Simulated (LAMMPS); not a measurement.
MD of Au (fcc) with 25 % of Au sites Ni at zero pressure over temperature, 4000 atoms; each row names its start.

Computed with classical MD, pair style eam, the elements' _u3.eam files (universal-3 set of Foiles, Baskes and Daw) (LAMMPS).

```
T (K), start                                 state                    volume                  enthalpy  first peak of g(r), Au-Ni  coordination number of Au by Ni                        D(Au)                      D(Ni)
-------------  -----------------------------------  ------------------------  ------------------------  -------------------------  -------------------------------  ---------------------------  -------------------------
300, crystal   crystal; no diffusion seen in 30 ps  15.7716 ± 0.0001 Å³/atom  -3.9652 ± 0.0001 eV/atom         2.71 Å, height 5.4         3.00 (counted to 3.42 Å)                            -                          -
1000, crystal  crystal; no diffusion seen in 30 ps    16.364 ± 0.001 Å³/atom  -3.7634 ± 0.0002 eV/atom         2.66 Å, height 3.3         3.03 (counted to 3.54 Å)                            -                          -
1360, melt                                  liquid    17.205 ± 0.001 Å³/atom  -3.5892 ± 0.0002 eV/atom         2.58 Å, height 3.1         3.05 (counted to 3.66 Å)  (2.71 ± 0.05) × 10^-5 cm²/s  (3.1 ± 0.1) × 10^-5 cm²/s
1650, melt                                  liquid    17.615 ± 0.003 Å³/atom  -3.4923 ± 0.0003 eV/atom         2.56 Å, height 2.9         3.05 (counted to 3.70 Å)  (4.75 ± 0.04) × 10^-5 cm²/s  (5.3 ± 0.1) × 10^-5 cm²/s
2010, melt                                  liquid    18.158 ± 0.004 Å³/atom  -3.3761 ± 0.0006 eV/atom         2.54 Å, height 2.5         2.91 (counted to 3.66 Å)    (7.7 ± 0.1) × 10^-5 cm²/s  (8.9 ± 0.2) × 10^-5 cm²/s
```

Caution (rows 300, crystal; 1000, crystal): the random arrangement on this lattice is imposed, and need not be a phase that exists in equilibrium.

Caution (rows 1000, crystal; 1360, melt; 1650, melt; 2010, melt): a run this short can hold a crystal over, or a liquid under, the potential's own melting point, which these runs don't give.

States go by the mean squared displacement: a species diffuses where it passes 1.5 Å², still rises and gives D over 1e-6 cm²/s; a crystal has left its structure where atoms lie 0.35 Å off their sites on average or a cubic box changes its shape by 3 %, or the axial ratios of another lie 8 % off the starting cell's, which the potential's own relaxation can also do.

Errors of D are the spread over four groups of atoms in one short run; a floor of about 5 %, a picked value, is safer.

Uncertainties are statistical and leave out the potential's own error.
